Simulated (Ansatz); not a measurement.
# A computed series for GaP: response to strain

The reference is GaP in the zinc blende structure (space group F-43m, No. 216; a = 5.451 Å).

Strains are applied to the cell and any free atomic positions relax.

All numbers come from DFT with r2SCAN, PAW potentials and a 500 eV plane-wave cutoff in Ansatz (a first-principles code), no SOC.

| change | pressure | band gap | electron mass | smallest direct gap | shortest interatomic distance |
|---|---|---|---|---|---|
| base | 0.00 GPa | 1.85 eV | 1.1 mₑ along k, 0.23 mₑ across (off the special points) | 2.36 eV | 2.360 Å |
| isotropic strain −3.00 % | (withheld) | (withheld) | 1.2 mₑ along k, 0.22 mₑ across (off the special points) | (withheld) | 2.290 Å |
| isotropic strain −2.50 % | 7.87 GPa | 1.70 eV | 1.2 mₑ along k, 0.22 mₑ across (off the special points) | 3.04 eV | 2.301 Å |
| isotropic strain −2.00 % | 6.08 GPa | 1.73 eV | 1.2 mₑ along k, 0.22 mₑ across (off the special points) | 2.90 eV | 2.313 Å |
| isotropic strain −1.50 % | 4.40 GPa | 1.76 eV | 1.1 mₑ along k, 0.22 mₑ across (off the special points) | 2.77 eV | 2.325 Å |
| isotropic strain −1.00 % | 2.83 GPa | 1.79 eV | 1.1 mₑ along k, 0.22 mₑ across (off the special points) | 2.63 eV | 2.337 Å |
| isotropic strain −0.50 % | 1.37 GPa | 1.82 eV | 1.1 mₑ along k, 0.23 mₑ across (off the special points) | 2.50 eV | 2.349 Å |

Problem. Complete the table.

Solution. 
- isotropic strain −3.00 %, pressure: 9.79 GPa
- isotropic strain −3.00 %, band gap: 1.67 eV
- isotropic strain −3.00 %, smallest direct gap: 3.18 eV

Effective masses come from finite differences of ±0.01 Å⁻¹. Along k means along the line from Γ to the band edge. Stability against distortions was not tested.
